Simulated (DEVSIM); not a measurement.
System: Co/Al2O3/SiO2/p-Si capacitor, at 300 K.

```tsv
layer (left to right)	material	thickness (nm)	Na (cm⁻³)
1	Al2O3	10.0	-
2	SiO2	1.40	-
3	Si	7100	6.6e15
```

Metal gate on the left, work function 5 eV. Fixed charge at the semiconductor interface 0 cm⁻² (in units of +e); interface traps 2.3e12 cm⁻² eV⁻¹, uniform in energy, neutral level at 0.7 of the gap above the valence band.

Constants are typed, rounded textbook-type inputs, not results; the design itself was drawn at random and stands for no fabricated device. Values at 300 K.

```csv
parameter,Al2O3,SiO2,Si
gap (eV),6.8,9,1.124
affinity (eV),1.35,0.9,4.05
permittivity,9,3.9,11.7
Nc (cm⁻³),-,-,2.86e19
Nv (cm⁻³),-,-,3.1e19
```

Simulated with DEVSIM: 1D Poisson equation in equilibrium, Boltzmann statistics, complete ionisation; no quantum confinement or tunnelling. Metal contacts follow the ideal Schottky-Mott rule: no Fermi-level pinning, no interface dipoles.

Question: Give the band bending (positive: bands bend down) and minority sheet density.

Answer: 
```json
[
 {"Vg (V)": "-1.4", "ψs (V)": "-0.212", "minority carriers (cm⁻²)": "< 1e8"},
 {"Vg (V)": "-0.8", "ψs (V)": "-0.155", "minority carriers (cm⁻²)": "< 1e8"},
 {"Vg (V)": "-0.2", "ψs (V)": "0.055", "minority carriers (cm⁻²)": "< 1e8"},
 {"Vg (V)": "0.4", "ψs (V)": "0.406", "minority carriers (cm⁻²)": "< 1e8"},
 {"Vg (V)": "1", "ψs (V)": "0.758", "minority carriers (cm⁻²)": "5.8e10"},
 {"Vg (V)": "1.6", "ψs (V)": "0.878", "minority carriers (cm⁻²)": "1.6e12"}
]
```
